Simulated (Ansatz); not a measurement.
The starting structures come from a database of crystals and need not be the phases stable at ambient conditions.

 Where the default PAW files enter, the runs use the earlier of Ansatz's two default sets.

## Evanescent states of CdF2 (Fm-3m, fluorite, not sure to be the ambient phase, 3 atoms a cell, 13.5 Å³ an atom, -3 GPa at this level) along the normal of (111)

The numbers are results of r2SCAN (plane waves, PAW; Ansatz, a quantum-chemistry and plane-wave program), not measurements.

The gap is the functional's own, uncorrected, and κ follows it; spin-orbit coupling is left out. Mid-gap values are interpolated between the computed energies.

Energies count from the valence-band top; κ is the least over a 12×12 mesh across the current.

```csv
E (eV),κ (1/Å),where
0.09,0.236,off Γ
0.27,0.324,off Γ
0.45,0.387,off Γ
0.63,0.425,Γ
0.81,0.446,Γ
0.99,0.463,Γ
1.17,0.432,Γ
1.35,0.413,Γ
1.53,0.400,Γ
1.71,0.387,Γ
1.89,0.374,Γ
2.07,0.360,Γ
2.25,0.345,Γ
2.43,0.327,Γ
2.61,0.307,Γ
2.79,0.284,Γ
2.97,0.257,Γ
3.15,0.225,Γ
3.33,0.185,Γ
3.51,0.129,Γ
```

Problem. How thick must the barrier be to attenuate the transmission by 10^4 when the electrodes' Fermi level lies at 1.53 eV, and what attenuation does that film give at 1.71 eV?

Solution. d = 4 ln 10 / (2 × 0.400) = 11.5 Å. At 1.71 eV it gives 4 × 0.387/0.400 = 3.9 decades.
